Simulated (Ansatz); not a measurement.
For HgTe (model structure, started from the WC type, P-6m2, No. 187, 2 atoms in the cell), PBE-D3(BJ) (Ansatz, a quantum-chemistry and plane-wave program, plane waves, PAW) gives:

```
Quantity                          Value
------------------------------  -------
equilibrium lattice constant a  4.036 Å
c axis length                   3.960 Å
```

Task: What does r²SCAN in Ansatz (PAW) give for the same quantities?

Result: 
- lattice constant a: 4.172 Å (goes up by 3.4 %)
- lattice parameter c: 3.869 Å (shrinks by 2.3 %)

Changes are worked out from the printed values.

Unless a cell is named, each level is at its own relaxed cell (PBE-D3(BJ) 27.93, r²SCAN 29.16 Å³/atom).

Levels without +SOC leave out spin–orbit coupling, which shifts energies and cells of such heavy elements.

Ansatz's density-functional and Hartree–Fock values are scalar-relativistic unless marked +SOC, with PAW data made under PBE.

A model structure was made by putting elements into a prototype or built by hand; it is no filed structure, need not be a known phase, and can be a saddle point held by its symmetry.
